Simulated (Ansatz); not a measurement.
# Phonon-limited transport in PtSb (P6_3/mmc)

Given:

```
PtSb
1.0
    4.16725     0.00000     0.00000
   -2.08362     3.60894     0.00000
    0.00000     0.00000     5.47535
Sb Pt
2 2
Direct
  0.66667   0.33333   0.75000
  0.33333   0.66667   0.25000
  0.00000   0.00000   0.50000
  0.00000   0.00000   0.00000
```

These are PBEsol, DFPT electron-phonon coupling, linearised Boltzmann equation (plane waves, PAW, scalar-relativistic; Ansatz, an electronic-structure program) values and carry that method's errors. How the cell was made: relaxed with this functional, without spin-orbit coupling.

```yaml
resistivity at 300 K: 15.7 (x), 15.7 (y), 19.7 (z) μΩ·cm
resistivity at 77 K: 3.3 (x), 3.3 (y), 4.2 (z) μΩ·cm
electron mean free path at 300 K (weighted by the current that each state carries): 6.9 (x), 6.9 (y), 6.6 (z) nm
electron-phonon coupling λ: 0.60
transport coupling λ_tr: 0.59 (x), 0.59 (y), 0.71 (z)
logarithmic_mean_phonon_energy: 8.1 meV
density of states at the Fermi level: 0.93 states/(eV·spin·cell)
```

A metal at this level (no band gap). Only scattering by harmonic phonons is included (no impurities, grain boundaries, electron-electron scattering or thermal expansion). Spin-orbit coupling is left out, which matters with elements this heavy. The self-energy correction of the phonons between q points moved λ by 8 %. The squared frequency of the phonon mode least converged on the k mesh is uncertain by 35 %. Halving the electron mesh (24x24x16) moves the resistivity by up to 10 % at 300 K, the mean free path by up to 4 %, the coupling by up to 4 %. Smearing 0.20 eV; phonons on a 4x4x3 q mesh, which this run doesn't test and which matters most at low temperature.

Formula and space group known from diffraction (Crystallography Open Database), not checked to be the room-temperature form: PtSb (P6_3/mmc).
